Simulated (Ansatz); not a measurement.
Results of PBEsol-D3(BJ) (Ansatz, a quantum-chemistry and plane-wave program, plane waves, PAW) for CsCl-type NiAl.

Settings: plane-wave cutoff 520 eV, 20×20×20 k mesh, Fermi–Dirac smearing 0.05 eV, no spin polarisation, scalar-relativistic PAW data made under PBE.

Energies at three volumes about the minimum:

```tsv
V (Å³/atom)	E − E_lowest (meV/atom)
11.120	2.74
11.347	0.00
11.574	2.53
```

Fit a parabola by hand: where is the minimum, what lattice constant follows, and what is the bulk modulus?

Slopes: (0.00 − 2.74)/(11.347 − 11.120) = -12.070 and (2.53 − 0.00)/(11.574 − 11.347) = 11.145 meV/Å³. Curvature E″ = 2 × (11.145 − (-12.070))/(11.574 − 11.120) = 102.269 meV/Å⁶. From the middle of the first interval, the slope vanishes at V0 = 11.2335 − (-12.070)/102.269 = 11.352 Å³/atom. B = V0 E″ = 11.352 × 102.269 meV/Å³ × 0.1602 GPa per meV/Å³ = 186 GPa. With 2 atoms in the cube, a = (2 × 11.352)^(1/3) = 2.832 Å. The full Birch–Murnaghan fit to all volumes gives V0 = 11.347 Å³/atom and B0 = 186 GPa.

Measured, for comparison: bulk modulus 156 GPa (room temperature, no zero-point or thermal correction; as tabulated in Yamada et al. (2019), arXiv:1910.09660); lattice constant a 2.882 Å (extrapolated to 0 K, zero-point anharmonic expansion removed (Haas, Tran, Blaha 2009); as tabulated in Levämäki et al. (2014), arXiv:1402.3671). Computed (rounded) less measured: bulk modulus +19 %.
